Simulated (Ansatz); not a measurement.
# Worked example: self-consistent single point of LaPt2 (R3m, 6 atoms in the cell) in Ansatz

Level of theory: LDA (PW92), default PAW files made with PBE (plane waves; Ansatz, a first-principles code).

Input as run:

Ansatz 0.2 input:
```yaml
crystal:
  lattice:
    - [0.000000, 3.892445, 3.892445]
    - [3.892445, 0.000000, 3.892445]
    - [3.892445, 3.892445, 0.000000]
  atoms:
    - { symbol: La, position: [0.503708, 0.503708, 0.503708] }
    - { symbol: La, position: [0.750000, 0.750000, 0.750000] }
    - { symbol: Pt, position: [0.125000, 0.125000, 0.125000] }
    - { symbol: Pt, position: [0.625000, 0.125000, 0.125000] }
    - { symbol: Pt, position: [0.125000, 0.125000, 0.625000] }
    - { symbol: Pt, position: [0.125000, 0.625000, 0.125000] }
basis:
  ecutwfc: 420.0
kpoints:
  mp_grid:
    grid: [7, 7, 7]
hamiltonian:
  xc: lda
  pseudopotentials:
    kind: paw
scf:
  occupations:
    method: fermi_dirac
    width: 0.1
output:
  forces: true
  eigenvalues: true
  stress: true
```

Log, with long lists cut:

```
WARN ansatz: RAYON_NUM_THREADS=1 ignored (pool sized by the plan → 1); use --threads N
Pseudopotentials: kind: paw
Pseudopotential: La, paw, valence charge 11
Pseudopotential: Pt, paw, valence charge 18
Crystal: 6 atoms, lattice volume = 117.950 Å³
Basis set: ecut = 420 eV, 2277 PW (Γ)
Bands: 57, of which v1, the nominal top of the filled ones, is band 47 counted from 1 (46 counted from 0)
Symmetry: 6 space group operations
Space group: R3m (ITA 160), of the structure as read, at distance tolerance 4.9e-5 Å
k-points: 44 of 343 (time reversal used)
PAW frozen core: La, regenerated for the run's functional, and the local potential with it
PAW frozen core: Pt, regenerated for the run's functional, and the local potential with it
Initial density: superposition of atomic densities (neutral atoms: chi_scale 0, normalization atom), corrected by the library's trained network
Initial wavefunctions: pseudopotential atomic-orbital guess
Eigensolver: davidson
Functional: x = slater, c = lda
SCF iter   1: F=—  HF=-61138.749176 eV  |F-HF|=—  |Δ(HF+E_count)|=         —  Δρ=6.02e-3  dr2=2.06e-2  ethr=1.77e-3  ⟨swp⟩=6.8  Hψ=10646  notcnv=0
all-band conjugate gradients solve this SCF's bands
preconditioner: auto → Kerker (q_TF=auto, 2.627 Å⁻¹)
SCF iter   2: F=—  HF=-61138.744207 eV  |F-HF|=—  |Δ(HF+E_count)|=   4.97e-3  Δρ=2.89e-3  dr2=4.71e-3  ethr=2.19e-5  ⟨swp⟩=2.8  Hψ=5866  notcnv=0
SCF iter   3: F=—  HF=-61138.743350 eV  |F-HF|=—  |Δ(HF+E_count)|=   8.56e-4  Δρ=1.36e-3  dr2=1.49e-3  ethr=5.01e-6  ⟨swp⟩=1.6  Hψ=2611  notcnv=0
SCF iter   4: F=—  HF=-61138.742913 eV  |F-HF|=—  |Δ(HF+E_count)|=   4.37e-4  Δρ=1.40e-4  dr2=3.47e-5  ethr=1.58e-6  ⟨swp⟩=2.0  Hψ=3877  notcnv=0
SCF iter   5: F=—  HF=-61138.742935 eV  |F-HF|=—  |Δ(HF+E_count)|=   2.16e-5  Δρ=5.41e-5  dr2=5.44e-6  ethr=3.70e-8  ⟨swp⟩=2.0  Hψ=4607  notcnv=0
SCF iter   6: F=—  HF=-61138.742934 eV  |F-HF|=—  |Δ(HF+E_count)|=   7.13e-7  Δρ=1.66e-5  dr2=3.97e-7  ethr=5.79e-9  ⟨swp⟩=2.0  Hψ=3892  notcnv=0
SCF iter   7: F=-61138.742934 eV  HF=-61138.742934 eV  |F-HF|=2.23e-9  |Δ(HF+E_count)|=   5.09e-9  Δρ=3.89e-6  dr2=1.51e-8  ethr=1.06e-10  ⟨swp⟩=9.0  Hψ=11489  notcnv=0
SCF 1 converged in 7 iterations: F = -61138.742934 eV  dr2 = 1.51e-8
SCF converged after 7 iterations
Free energy (F): -61138.742934 eV
Harris-Foulkes:  -61138.742934 eV  (|F-HF|=2.23e-9)
Internal energy: -61138.659478 eV  (E = F + TS)
E sigma→0 (E₀):  -61138.701206 eV
Entropy (-TS):   -0.083456 eV (-13.909 meV/atom)
Fermi energy:    18.951508 eV
--- Per-component energies (eV) ---
  E_band       = -765.219012
  E_kinetic    = 2944.005381
  E_local      = -8792.243442  (includes V_loc(G=0)·N_el)
  E_nonlocal   = 1024.578471
  E_hartree    = 3443.997446
  E_xc         = -1323.208433
  E_vxc        = -1512.197276  (∫ρ·V_xc dr)
  E_paw        = -47200.012108  (= ΣΔE_a)
  E_vpaw       = -1317.353958  (= ΣTr[D̂ρ^β])
  E_aug_tail   = 0.000666  (compensation charges beyond the density's cutoff)
  E_ewald      = -11238.278370
  E_core_change = 2.500911  (= ΣΔE_core)
  E_smearing   = -0.083456  (= −TS)
  E_closure    = 0.000000  (closes the sum)
  Σ components = -61138.742934   (vs F -61138.742934, Δ=0.00e0)
--- Forces (eV/Å), atoms counted from 1 ---
  atom   1  La    -0.13677074    -0.13677074    -0.13677074
  atom   2  La     0.06641718     0.06641718     0.06641718
  atom   3  Pt     0.00134729     0.00134729     0.00134729
  atom   4  Pt     0.03317160     0.01791781     0.01791781
  atom   5  Pt     0.01791781     0.01791781     0.03317160
  atom   6  Pt     0.01791781     0.03317160     0.01791781
  max |Σ_I F_I| component: 9.48e-7 eV/Å
--- Stress (GPa, compression-positive) ---
       -5.655128       0.150079       0.150079
        0.150079      -5.655128       0.150079
        0.150079       0.150079      -5.655128
  P = ⅓ Tr σ = -5.6551 GPa (-56.551 kbar)
  The stress holds the Pulay correction. Without it, at fixed plane waves, as pw.x and ABINIT print it: P = -5.6818 GPa
--- Band table (eV; the first three rows and the last of 44) ---
  k-point 0: bands = ["-79.7625", "-79.7407", "-79.7407", "-79.7245", "-34.2008", "-33.9629", "-33.9629", "-33.9536", "-33.8750", "-33.8750", "-33.7410", "-33.7318", "-33.7318", "-33.7211", "-33.7197", "-33.7197", "-13.8747", "-13.4461", "1.9422", [...]
  k-point 1: bands = ["-79.7616", "-79.7415", "-79.7407", "-79.7247", "-34.1875", "-33.9603", "-33.9562", "-33.9482", "-33.8727", "-33.8716", "-33.7483", "-33.7471", "-33.7337", "-33.7308", "-33.7205", "-33.7197", "-13.8591", "-13.4619", "1.9336", [...]
  k-point 2: bands = ["-79.7591", "-79.7438", "-79.7407", "-79.7249", "-34.1545", "-33.9512", "-33.9406", "-33.9363", "-33.8635", "-33.8589", "-33.7896", "-33.7726", "-33.7574", "-33.7347", "-33.7205", "-33.7197", "-13.8191", "-13.5025", "1.9121", [...]
  k-point 43: bands = ["-79.7584", "-79.7419", "-79.7407", "-79.7275", "-34.1125", "-33.9514", "-33.9308", "-33.9089", "-33.8493", "-33.8318", "-33.8120", "-33.7923", "-33.7879", "-33.7479", "-33.7445", "-33.7334", "-13.7370", "-13.5864", "1.7920", [...]
```

The run converged in 7 iterations.

The starting cell comes from a database of computed structures (which also holds hypothetical and non-ambient phases and stackings), without a prior relaxation at this level. Its lattice was rescaled by up to half a per cent. One atom was moved a little off its site on purpose. Spin-orbit coupling is off. Spin polarisation is off. With a pressure of about -6 GPa the cell is away from its equilibrium volume at this level. Ansatz's pressure includes its estimate of the finite-basis (Pulay) stress.

Cost on one core of a shared machine: roughly 30 s.
